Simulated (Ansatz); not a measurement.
Ni (P6₃/mmc, No. 194, 2 atoms in the cell; start mp-10257; another form than the element's usual one)

These are r²SCAN+rVV10 in Ansatz (plane waves, PAW) values and carry that method's errors.

Settings: plane-wave cutoff 560 eV, 24×24×14 k mesh (along the axes of the cell as run), Fermi–Dirac smearing 0.05 eV, spin-polarised start, scalar-relativistic PAW data made under PBE.

Cell (relaxed at this level):

```xyz
2
Lattice="2.4377 0.0000 0.0000 -1.2188 2.1111 0.0000 0.0000 0.0000 4.0568" Properties=species:S:1:pos:R:3 pbc="T T T"
Ni     0.0000     1.4074     1.0142
Ni     1.2188     0.7037     3.0426
```

| Property | Result |
|---|---|
| band gap | none |

Note: the magnetic order was assumed, not searched for or taken from measurement; the relaxation could not lower the start's symmetry, so the cell can be a saddle point above a distorted one.

Static lattice: no zero-point or thermal effects.

A start named mp-… is a Materials Project structure, which need not be a measured phase.

Ansatz is an electronic-structure program.
